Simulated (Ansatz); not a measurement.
# Si, carrier doping

The parent structure is Si (space group C2/m, No. 12; a = 13.8028 Å, b = 3.8401 Å, c = 6.3262 Å, α = γ = 90.00°, β = 96.76°; a cell from a computed database, its experimental status unchecked).

Carriers are added at fixed cell with a uniform background; the Fermi–Dirac width is that of 300 K.

All numbers come from PBEsol (Ansatz, a program for electronic structure; PAW; 420 eV plane waves; without spin-orbit coupling).

Candidates:
(a) holes 5.0×10^21 cm⁻³
(b) holes 2.0×10^21 cm⁻³
(c) holes 3.0×10^21 cm⁻³
(d) electrons 3.0×10^21 cm⁻³

Question: Order them by largest internal atomic displacement, lowest first.

Answer: (d) electrons 3.0×10^21 cm⁻³ (0.012 Å), (b) holes 2.0×10^21 cm⁻³ (0.031 Å), (c) holes 3.0×10^21 cm⁻³ (0.042 Å), (a) holes 5.0×10^21 cm⁻³ (0.054 Å)

Charged cell with a jellium background: band edges are those of the host's band count, energies are not comparable with the neutral cell, and many-body gap narrowing is missing. Stability against distortions was not tested. This is not the structure that Si has at room temperature and ambient pressure.
